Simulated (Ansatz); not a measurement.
Worked example: dielectric-response calculation of Ba₄As₂O (I4/mmm, 7 atoms in the cell) in Ansatz (an electronic-structure program).

Computed with LDA (PW92), default PAW files made with PBE (plane waves; Ansatz).

```
CELL_PARAMETERS angstrom
     -2.59327     2.59327     8.67609
      2.59327    -2.59327     8.67609
      2.59327     2.59327    -8.67609
ATOMIC_POSITIONS crystal
  Ba 0.67539 0.67539 0.00000
  Ba 0.32461 0.32461 0.00000
  Ba 0.50000 0.00000 0.50000
  Ba 0.00000 0.50000 0.50000
  As 0.86438 0.86438 0.00000
  As 0.13562 0.13562 0.00000
  O  0.50000 0.50000 0.00000
```

Reference input (self-consistent single point, DFT, LDA (PW92), plane waves, default PAW files made with PBE): basis.ecutwfc = 420 eV; kpoints.mp_grid.grid = 5 5 5; hamiltonian.xc = lda; hamiltonian.pseudopotentials = {kind: paw} (the program's default PAW files); scf.occupations.method = fixed. This run's input differs from it in these lines:

Ansatz 0.2 input:
```diff
@@ -16,3 +16,3 @@
 kpoints:
-  mp_grid: { grid: [5, 5, 5] }
+  mp_grid: { grid: [3, 3, 3] }
 hamiltonian:
@@ -22,6 +22,4 @@
   occupations: { method: fixed }
-output:
-  forces: true
-  eigenvalues: true
-  stress: true
+dielectric:
+  field_mesh: kpoints
```

Log, with long lists cut:

```
SCF iter   1: F=—  HF=-33229.284577 eV  |F-HF|=—  |Δ(HF+E_count)|=         —  Δρ=6.73e-3  dr2=1.04e-1  ethr=1.77e-3  ⟨swp⟩=5.6  Hψ=1800  notcnv=0  defer=43
all-band conjugate gradients solve this SCF's bands
preconditioner: auto → Resta (q_TF=auto, 2.263 Å⁻¹)
SCF iter   2: F=—  HF=-33229.267662 eV  |F-HF|=—  |Δ(HF+E_count)|=   1.69e-2  Δρ=4.03e-3  dr2=2.59e-2  ethr=1.37e-4  ⟨swp⟩=3.1  Hψ=813  notcnv=0  defer=60
   [... lines left out ...]
SCF iter   7: F=—  HF=-33229.262031 eV  |F-HF|=—  |Δ(HF+E_count)|=   9.13e-5  Δρ=2.97e-6  dr2=3.80e-8  ethr=8.88e-10  ⟨swp⟩=2.3  Hψ=700  notcnv=0  defer=29
SCF iter   8: F=—  HF=-33229.262031 eV  |F-HF|=—  |Δ(HF+E_count)|=   1.70e-9  Δρ=8.51e-7  dr2=2.14e-9  ethr=5.00e-11  ⟨swp⟩=2.4  Hψ=828  notcnv=0  defer=28
SCF iter   9: F=—  HF=-33229.262031 eV  |F-HF|=—  |Δ(HF+E_count)|=  9.82e-10  Δρ=4.03e-7  dr2=8.88e-10  ethr=2.81e-12  ⟨swp⟩=2.0  Hψ=822  notcnv=0  defer=28
SCF iter  10: F=-33229.262031 eV  HF=-33229.262031 eV  |F-HF|=7.28e-12  |Δ(HF+E_count)|=  7.13e-10  Δρ=1.63e-7  dr2=8.17e-11  ethr=1.00e-12  ⟨swp⟩=13.6  Hψ=2713  notcnv=0
SCF 1 converged in 10 iterations: F = -33229.262031 eV  dr2 = 8.17e-11
DFPT response loops at Γ: preconditioner auto → Resta (q_TF=auto, 2.263 Å⁻¹)  ε∞=9.2 (no band partly filled) …
   [... lines left out ...]
WARN: field response: the 3×3×3 k-mesh looks too coarse for the field response at k = (0.3333, 0.3333, -0.3333), direct gap 0.702 eV …
Free energy (F): -33229.262031 eV
Fermi energy:    7.617215 eV
   [... lines left out ...]
        -0.00000   -3.88510   -0.00000
         0.00000    0.00000   -3.53707
    site 6:
        -3.48596   -0.00000   -0.00000
         0.00000   -3.48596   -0.00000
         0.00000    0.00000   -2.81094
  Z* charge neutrality: 9.492e-6 e pre-enforcement
  k-mesh period / interband length: 15.6 Å / 2.04 Å = 7.62 at k = (0.3333, 0.3333, -0.3333), direct gap 0.702 eV — UNDER 14: by this measure the k-mesh is too coarse for the response
```

The run converged in 10 iterations. 

Summary of the result:
- Free energy E − TS (on the zero of these files) = -33229.2620 eV
- Top of the valence band (on the code's own zero) = 7.62 eV
- Gap on the k-point mesh = 0.70 eV
- ε∞ at this k-point mesh, which may be far from converged in small-gap cells (xx, yy, zz) = 8.17, 8.17, 8.21
- Born charges at this mesh (mean of the diagonal, e) = Ba 2.69, Ba 2.69, Ba 2.71, Ba 2.71, As -3.77, As -3.77, O -3.26

The starting cell comes from a database of computed structures (which also holds hypothetical and non-ambient phases and stackings), without a prior relaxation at this level. Its lattice was rescaled by up to half a per cent.

Cost on one core of a shared machine: roughly 2 min.
